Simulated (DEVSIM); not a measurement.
Device: Schottky contact on p-type GaSb, at 300 K.

| layer (left to right) | material | thickness (μm) | Na (cm⁻³) | τn (s) | τp (s) |
|---|---|---|---|---|---|
| 1 | GaSb | 1.30 | 3e16 | 7e-9 | 7e-9 |

Left contact: Schottky, work function 4.396 eV, emission velocity 5.6e6 cm/s. Right contact: ohmic. Voltage is applied to the left contact. Recombination: SRH at mid-gap, radiative, Auger. Mobility is μmin + (μ − μmin)/(1 + (N/Nref)^α).

This is a model device: material constants are rounded textbook-type values typed into the input, and sizes, dopings and lifetimes were drawn at random. Values at 300 K.

| parameter | GaSb |
|---|---|
| gap (eV) | 0.726 |
| affinity (eV) | 4.06 |
| permittivity | 15.7 |
| Nc (cm⁻³) | 2.1e17 |
| Nv (cm⁻³) | 1.8e19 |
| μn (cm²/Vs) | 5000 |
| μp (cm²/Vs) | 850 |
| μn,min | 1000 |
| μp,min | 190 |
| Nref,n | 2.8e17 |
| Nref,p | 9e17 |
| αn | 1.05 |
| αp | 0.65 |
| B (cm³/s) | 1e-10 |
| Cn (cm⁶/s) | 5e-30 |
| Cp (cm⁶/s) | 5e-30 |

Simulated with DEVSIM: 1D drift-diffusion, Boltzmann statistics, complete ionisation; no tunnelling, impact ionisation, image-force lowering or self-heating. Metal contacts follow the ideal Schottky-Mott rule: no Fermi-level pinning, no interface dipoles.

Base results: largest field in the device at zero bias (V/cm) 37000; potential step across the device at zero bias (V) 0.225.

Question: What follows from this one change: metal work function 4.396 → 4.546 eV?

Answer: largest field in the device at zero bias 37000 → 18000 V/cm; potential step across the device at zero bias 0.225 → 0.075 V.

Question: What follows from this one change: doping Na of layer 1 3e+16 → 9e+15 cm^-3?

Answer: largest field in the device at zero bias 37000 → 19000 V/cm; potential step across the device at zero bias 0.225 → 0.194 V.

Question: What follows from this one change: metal work function 4.396 → 4.446 eV?

Answer: largest field in the device at zero bias 37000 → 32000 V/cm; potential step across the device at zero bias 0.225 → 0.175 V.
